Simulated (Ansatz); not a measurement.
# A constructed model of the (0001) surface of hcp Ru, a layer of Co in place of the second plane (bottom of the slab: a bare face, its two planes held)

Computed with PBE (plane waves to 420 eV, PAW; Ansatz, a first-principles code).

Slab: 6 atoms, 10.5 Å thick at the start with caps and adatoms (thin: gaps and levels are the slab's own); k 16x16x1, smearing 0.1 eV, dipole-corrected; 2 atoms held, the rest relaxed; start symmetry kept, larger cells not searched; spin-polarised, ending with about 1.8 μB a cell; orders that need a larger cell were not tried, no spin-orbit, no U. In PBE it lies 0.09 eV a 1x1 cell over the lowest computed structure of the same composition (a layer of Co in place of the third plane).

```
Property                                            Result
-----------------------------  ---------------------------
work function of the top face                      5.09 eV
energy released by relaxation                     0.023 eV
magnetic moment of the cell                        1.75 μB
cost                           very roughly 5 core-minutes
```
